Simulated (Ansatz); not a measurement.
A computed series for PbSe: response to strain

The reference is PbSe in the rock salt structure (space group Fm-3m, No. 225).

```xyz
2
Lattice="0.0000 3.0204 3.0204 3.0204 0.0000 3.0204 3.0204 3.0204 0.0000" Properties=species:S:1:pos:R:3 pbc="T T T"
Pb     0.0000     0.0000     0.0000
Se     3.0204     3.0204     3.0204
```

Cartesian axes are those of the cell as printed.

Strains are applied to the cell and any free atomic positions relax.

Computed with plane-wave PAW DFT at the LDA level (Ansatz, an electronic-structure program, 420 eV), without spin-orbit coupling.

Notes on the quantities. energy relative to the base: free energy F.

```tsv
variant	energy relative to the base	volume per atom
base	0 meV/atom	27.55 Å³
tensor shear ε_xy = +1.71 %	+1.7 meV/atom	27.55 Å³
tensor shear ε_xy = +2.00 %	+2.4 meV/atom	27.54 Å³
tensor shear ε_xy = +1.43 %	+1.2 meV/atom	27.55 Å³
tensor shear ε_xy = +0.29 %	+0.1 meV/atom	27.55 Å³
tensor shear ε_xy = +0.57 %	+0.2 meV/atom	27.55 Å³
tensor shear ε_xy = +0.86 %	+0.4 meV/atom	27.55 Å³
tensor shear ε_xy = +1.14 %	+0.8 meV/atom	27.55 Å³
```

A case with no gap was solved on a k-mesh chosen for an insulator, which is coarse for it. No phonon test of stability was made. All final runs are without spin polarisation.
